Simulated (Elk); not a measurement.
A self-consistent single point of KAu5 (P6/mmm, 6 atoms in the cell) with Elk.

Method: LDA (PW92), spin-orbit coupling in second variation, all-electron FP-LAPW, Elk's shipped species files, default APW+lo basis (Elk 10.2.4).

```
KAu5
1.0
    5.63881     0.00000     0.00000
   -2.81940     4.88335     0.00000
    0.00000     0.00000     4.44592
K Au
1 5
Direct
  0.00000   0.00000   0.00000
  0.66667   0.33333   0.00000
  0.33333   0.66667   0.00000
  0.50000   0.00000   0.50000
  0.50000   0.50000   0.50000
  0.00000   0.50000   0.50000
```

Reference input (self-consistent single point, DFT, LDA (PW92), all-electron FP-LAPW, Elk's shipped species files, default APW+lo basis): stype = 0; swidth = 0.00367493 Ha; ngridk = 6 6 6; rmtscf = 0.87; maxscl = 100. This run's input differs from it in these lines:

```diff
@@ -3,4 +3,13 @@
 
+spinorb
+  .true.
+
 rmtscf
   0.87
+
+lmaxi
+  3
+
+nempty
+  10
```

Output (repeated stretches shortened):

```
│ Self-consistent loop started │
│ Loop number : 1 │
 total energy                :     -95719.2409425
 total moment                :   0.3061689781E-19  0.1959105763E-19  0.1833671345E-19
│ Loop number : 2 │
 total energy                :     -95722.4575841
 total moment                :  -0.3548159407E-19  0.4837744185E-19  0.4223082460E-20
RMS change in Kohn-Sham potential (target) :   0.1475248879     (  0.1000000000E-05)
Absolute change in total energy (target)   :    3.216641531     (  0.1000000000E-03)
│ Loop number : 3 │
 total energy                :     -95754.8191534
   [... lines left out ...]
 total energy                :     -95787.7205381
 total moment                :  -0.2003836994E-19  0.4834230619E-19 -0.2009145226E-20
RMS change in Kohn-Sham potential (target) :   0.1328091555E-06 (  0.1000000000E-05)
Absolute change in total energy (target)   :   0.3646256082E-03 (  0.1000000000E-03)
│ Loop number : 20 │
 total energy                :     -95787.7206158
 total moment                :   0.2624063280E-19 -0.5964748840E-20 -0.3841477682E-21
RMS change in Kohn-Sham potential (target) :   0.3137354520E-07 (  0.1000000000E-05)
Absolute change in total energy (target)   :   0.1350852835E-04 (  0.1000000000E-03)
Convergence targets achieved

│ Loop number : 21 │

Energies :
 Fermi                       :     0.262387808840
 xc effective B-field        :    -0.538786471386E-08
 external B-field            :      0.00000000000
 total energy                :     -95787.7206013
 (external B-field energy excluded from total)

Density of states at Fermi energy :    39.98937134
 (states/Hartree/unit cell)

Estimated indirect band gap :   0.3212306869E-02
 from k-point     24 to k-point     20
Estimated direct band gap   :   0.2005356310E-01
 at k-point     20

Charges :
 core                        :    250.0000000
 valence                     :    164.0000000
 interstitial                :    10.68668305
 muffin-tins (core leakage)
  species :    1 (K)
   atom    1                 :    17.10263634     (  0.1933663460E-05)
  species :    2 (Au)
   [... lines left out ...]
   atom    4                 :   0.9723768852E-22 -0.1949442864E-21  0.7817749619E-22
   atom    5                 :   0.9723768627E-22  0.1949442875E-21 -0.7817749619E-22
 total in muffin-tins        :  -0.1168471809E-19  0.4892088780E-20  0.5539042866E-21
 total moment                :  -0.1161006204E-19  0.4880321224E-20  0.5478829074E-21

│ Self-consistent loop stopped │
```

The run converged in 21 iterations. The count includes the last loop, which Elk runs after its targets are met. 

The starting cell comes from a database of computed structures (which also holds hypothetical and non-ambient phases and stackings), without a prior relaxation at this level. Its lattice was rescaled by a random factor within 2.5 % of one. Values depend on the basis (sphere radii, cutoffs, local orbitals), which need not be converged. The log's line on a gap gives a spacing of levels on this mesh, which the program prints for metals too.

Cost on one core of a shared machine: roughly 7 min.
